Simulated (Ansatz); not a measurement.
Computed with PBE (plane waves to 420 eV, PAW; Ansatz, a first-principles code).

Plane-averaged electrostatic potential energy along the normal, in eV from the Fermi level, for the (100) surface of rock-salt TiN, Mg on half the Ti sites of the top plane, c(2x2) (bottom of the slab: a bare face, its two planes held):

(z (Å), V (eV)): (3.94, 2.48); (4.22, 2.48); (4.50, 2.48); (4.78, 2.47); (5.06, 2.45); (5.34, 2.43); (5.62, 2.39); (5.91, 2.32); (6.19, 2.18); (6.47, 1.93); (6.75, 1.44); (7.03, 0.43); (7.31, -1.83); (7.59, -6.97); (7.88, -14.20); (8.16, -18.58); (8.44, -16.95); (8.72, -10.56); (9.00, -4.41); (9.28, -2.25); (9.56, -4.45); (9.84, -10.67); (10.12, -17.20); (10.41, -18.94); (10.69, -14.63); (10.97, -7.56); (11.25, -3.09); (11.53, -2.87); (11.81, -6.88); (12.09, -13.85); (12.38, -18.68); (12.66, -17.65); (12.94, -11.48); (13.22, -4.95); (13.50, -2.31); (13.78, -3.90); (14.06, -9.75); (14.34, -16.56); (14.62, -18.96); (14.91, -15.25); (15.19, -8.30); (15.47, -3.36); (15.75, -2.37); (16.03, -5.75); (16.31, -12.80); (16.59, -18.26); (16.88, -17.98); (17.16, -12.37); (17.44, -5.72); (17.72, -2.24); (18.00, -2.92); (18.28, -7.09); (18.56, -14.02); (18.84, -17.92); (19.12, -14.52); (19.41, -6.48); (19.69, -0.91); (19.97, 1.13); (20.25, 2.07); (20.53, 2.51); (20.81, 2.72); (21.09, 2.81); (21.38, 2.86); (21.66, 2.89); (21.94, 2.90); (22.22, 2.90); (22.50, 2.90); (22.78, 2.91); (23.06, 2.91); (23.34, 2.91)

Slab: 24 atoms, 10.6 Å thick at the start with caps and adatoms (thin: gaps and levels are the slab's own); k 9x9x1, smearing 0.1 eV, dipole-corrected; 8 atoms held, the rest relaxed; start symmetry kept, larger cells not searched; no spin, no spin-orbit, no U. It is one candidate, not shown to be the stable structure of the face.

### Question
The surface cell has an area of 18.04 Å². What dipole along the normal does the step between the two vacuum levels imply?

### Answer
the top vacuum level lies 0.42 eV above the bottom one; p = −ε₀ A ΔV (ε₀ = 0.005526 e/(V·Å)) gives -0.04 e·Å a cell.
